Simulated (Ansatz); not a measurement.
Worked example: relaxation of cell and atoms of BeMo3 (Pm-3n, 8 atoms in the cell) in Ansatz (an electronic-structure program).

Method of the run: PBEsol, PAW files made with PBE (plane waves; Ansatz).

```yaml
crystal:
  lattice:
    - [4.80639, 0.00000, 0.00000]
    - [0.00000, 4.80639, 0.00000]
    - [0.00000, 0.00000, 4.80639]
  atoms:
    - { symbol: Be, position: [0.00000, 0.00000, 0.00000] }
    - { symbol: Be, position: [0.50000, 0.50000, 0.50000] }
    - { symbol: Mo, position: [0.25000, 0.00000, 0.50000] }
    - { symbol: Mo, position: [0.75000, 0.00000, 0.50000] }
    - { symbol: Mo, position: [0.50000, 0.75000, 0.00000] }
    - { symbol: Mo, position: [0.50000, 0.25000, 0.00000] }
    - { symbol: Mo, position: [0.00000, 0.50000, 0.75000] }
    - { symbol: Mo, position: [0.00000, 0.50000, 0.25000] }
```

Reference input (self-consistent single point, DFT, PBEsol, plane waves, PAW files made with PBE): kpoints.mp_grid.grid = 7 7 7; hamiltonian.xc = pbesol; hamiltonian.pseudopotentials = {kind: paw} (an earlier, softer set of the program's PAW files); scf.occupations.method = gaussian; scf.occupations.width = 0.1 eV. This run's input differs from it in these lines:

```diff
@@ -21,2 +21,4 @@
   occupations: { method: gaussian, width: 0.1 }
+relax:
+  cell: {}
 output:
```

Log, with long lists cut:

```
   [... SCF lines of the steps left out ...]
relax step   1: F+E_penalty+E_count = -29565.78301278 eV  Δ(F+E_penalty+E_count) = +0.000e0 eV  max|allowed force component| = 1.706e-17 eV/Å  Δτ_max = 0.0000 Å  P = -1.845 GPa  Ω = 111.034 Å³  (7 SCF iters, dr2 threshold 1.00e-7 eV, accepted)
relax step   2: F+E_penalty+E_count = -29565.77872646 eV  Δ(F+E_penalty+E_count) = +4.286e-3 eV  max|allowed force component| = 7.040e-17 eV/Å  Δτ_max = 0.0000 Å  P = +2.649 GPa  Ω = 109.032 Å³  energy of the carried Pulay correction = +2.912e-4 eV  [...]
relax step   3: F+E_penalty+E_count = -29565.78803347 eV  Δ(F+E_penalty+E_count) = -5.021e-3 eV  max|allowed force component| = 1.778e-17 eV/Å  Δτ_max = 0.0000 Å  P = -0.032 GPa  Ω = 110.203 Å³  energy of the carried Pulay correction = +1.202e-4 eV  [...]
relax step   4: F+E_penalty+E_count = -29565.78790498 eV  Δ(F+E_penalty+E_count) = +1.285e-4 eV  max|allowed force component| = 5.320e-17 eV/Å  Δτ_max = 0.0000 Å  P = -0.032 GPa  Ω = 110.203 Å³  stress off target by 3.16e-2 GPa  SCF on the basis [...]
basis re-selected at this cell: Δ(F+E_penalty+E_count) = +1.285e-4 eV, ΔP = +0.000 GPa vs the last step
the relaxation is at rest under the 48 symmetry operations that the run kept from its start: a minimum is not shown …
Stability not checked: this state was not tested for a lower state beside it, because too few of the mixer's solves of this state at the end of the SCF gave a …
Free energy (F): -29565.787905 eV
Internal energy: -29565.757740 eV  (E = F + TS)
   [... lines left out ...]
Fermi energy:    18.274783 eV
  cell:  # Å, volume = 110.2031 Å³
   [... lines left out ...]
    - { symbol: Mo, position: [0.25, -1.3500210067260482e-36, 0.5] }
    - { symbol: Mo, position: [0.75, 2.406559185902961e-36, 0.5] }
    - { symbol: Mo, position: [0.5, 0.75, 1.147843947747753e-36] }
    - { symbol: Mo, position: [0.5, 0.25, 1.1478439477477507e-36] }
    - { symbol: Mo, position: [1.2391497163185974e-37, 0.5, 0.75] }
    - { symbol: Mo, position: [1.239149716318604e-37, 0.5, 0.25] }
```

The run converged.  The full log also holds: “iter 5 did not close the SCF: its close was put off for the readings that it lacked (scf_convergence_deferred on its scf_iter line)”. The full log also holds: “iter 4 did not close the SCF: its close was put off for the readings that it lacked (scf_convergence_deferred on its scf_iter line)”.

Summary of the result:
Free energy E − TS (on the zero of these files): -29565.7879 eV
Fermi level (on the code's own zero): 18.27 eV
Pressure: -0.03 GPa
Final cell: a = b = c = 4.7944 Å, α = β = γ = 90.00°
Final volume per atom: 13.78 Å³
Relaxation steps: 4

The starting cell comes from a database of computed structures (which also holds hypothetical and non-ambient phases and stackings), without a prior relaxation at this level. Its lattice was rescaled by a random factor within 2.5 % of one. Spin polarisation is off. The relaxation keeps the symmetry of its start, so its end need not be a minimum. Ansatz's pressure includes its estimate of the finite-basis (Pulay) stress.

Keys are those of Ansatz 0.2.
